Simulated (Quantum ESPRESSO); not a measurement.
# Quick settings and what they miss: Cr₃Rh (Pm-3n, 8 atoms in the cell)

Self-consistent single point.

```
Cr3Rh
1.0
    4.52411     0.00000     0.00000
    0.00000     4.52411     0.00000
    0.00000     0.00000     4.52411
Cr Rh
6 2
Cartesian
  1.13103   0.00000   2.26205
  3.39308   0.00000   2.26205
  2.26205   3.39308   0.00000
  2.26205   1.13103   0.00000
  0.00000   2.26205   3.39308
  0.00000   2.26205   1.13103
  0.00000   0.00000   0.00000
  2.26205   2.26205   2.26205
```

Computed with LDA (PZ), GBRV 1.5 ultrasoft (LDA) pseudopotentials (plane waves; Quantum ESPRESSO 7.5).

Base settings: ecutwfc = 50 Ry; ecutrho = 400 Ry; occupations = smearing; smearing = methfessel-paxton; degauss = 0.0147 Ry; potentials = {Cr: cr_lda_v1.5.uspp.F.UPF, Rh: rh_lda_v1.4.uspp.F.UPF}; K_POINTS = automatic 7 7 7 0 0 0; conv_thr = 1e-10 Ry.

Tight run (finer mesh or higher cutoff; not a proven limit): ecutwfc: 50 Ry → 70 Ry; ecutrho: 400 Ry → 560 Ry; conv_thr: 1e-10 Ry → 7.3e-11 Ry; K_POINTS: automatic 7 7 7 0 0 0 → automatic 10 10 10 0 0 0. It gave Fermi level (on the code's own zero) 20.86 eV; pressure 2.75 GPa.

Quick runs, as changes from the base:
- A: K_POINTS: automatic 7 7 7 0 0 0 → automatic 4 4 4 1 1 1
- B: ecutwfc: 50 Ry → 25 Ry; ecutrho: 400 Ry → 200 Ry; smearing: methfessel-paxton → marzari-vanderbilt; degauss: 0.0147 Ry → 0.019992 Ry; K_POINTS: automatic 7 7 7 0 0 0 → automatic 2 2 2 1 1 1
- C: ecutwfc: 50 Ry → 35 Ry; ecutrho: 400 Ry → 280 Ry; smearing: methfessel-paxton → marzari-vanderbilt; degauss: 0.0147 Ry → 0.0099958 Ry; K_POINTS: automatic 7 7 7 0 0 0 → automatic 4 4 4 0 0 0
- D: ecutwfc: 50 Ry → 25 Ry; ecutrho: 400 Ry → 200 Ry; conv_thr: 1e-10 Ry → 7.3e-05 Ry; K_POINTS: automatic 7 7 7 0 0 0 → automatic 4 4 4 0 0 0
- E: ecutwfc: 50 Ry → 30 Ry; ecutrho: 400 Ry → 240 Ry; smearing: methfessel-paxton → marzari-vanderbilt; degauss: 0.0147 Ry → 0.036749 Ry; K_POINTS: automatic 7 7 7 0 0 0 → automatic 3 3 3 0 0 0

Energies are extrapolated to zero smearing width, which holds to low order in the width alone (under cold and Methfessel-Paxton smearing the free energy itself is taken).

Dashes: pressure of D, not trusted under this conv_thr with d or f elements.

The count of work is k-points × plane waves × bands × iterations; it is no time. Core times come from one kind of shared machine and are given to one figure; runs under 30 s give none.

The starting cell comes from a database of computed structures (which also holds hypothetical and non-ambient phases and stackings), without a prior relaxation at this level. Its lattice was rescaled by a random factor within 2.5 % of one. Spin polarisation is off.

```tsv
run	energy less tight (meV/atom)	pressure less tight (GPa)	count of work / tight	core time / tight (rough)
A	-25.7	-0.70	0.048	0.10
B	1686.7	-126.54	0.0044	0.04
C	69.8	-4.11	0.091	0.1
D	1676.9	–	0.024	0.04
E	235.5	-31.64	0.022	0.05
```

Among the runs at the tight run's level, the energy misses run from 25.7 to 1686.7 meV/atom.
